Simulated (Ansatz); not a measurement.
The starting structures come from a database of crystals and need not be the phases stable at ambient conditions.

 Where the default PAW files enter, the runs use the earlier of Ansatz's two default sets.

Inside the gap of an insulator the Bloch states are evanescent, with a wavenumber k + iκ along the transport direction.

Here is the system:

```
CELL_PARAMETERS angstrom
      5.18482     0.00000     0.00000
      0.00000     5.82995     0.00000
      0.07326     0.00000     4.87823
ATOMIC_POSITIONS crystal
  Nb 0.25000 0.82072 0.00000
  Nb 0.75000 0.17928 0.00000
  In 0.25000 0.31934 0.50000
  In 0.75000 0.68066 0.50000
  O  0.59710 0.38288 0.26128
  O  0.40290 0.61712 0.73872
  O  0.90290 0.38288 0.73872
  O  0.09710 0.61712 0.26128
  O  0.56333 0.89715 0.21612
  O  0.43667 0.10285 0.78388
  O  0.93667 0.89715 0.78388
  O  0.06333 0.10285 0.21612
```

Space group of this cell: P2/c. The cell is taken as given; by r2SCAN its mean pressure is -4.4 GPa.

Transport runs along the normal of the first two printed cell vectors.

The gap is the functional's own, uncorrected, and κ follows it; spin-orbit coupling is left out. Mid-gap values are interpolated between the computed energies.

Question: State the band gap and the smallest decay constant κ at mid-gap according to Ansatz (an electronic-structure program) with r2SCAN.

Answer: Gap 3.67 eV on a 6×6×6 mesh; κ = 0.357 1/Å, at the zone centre.
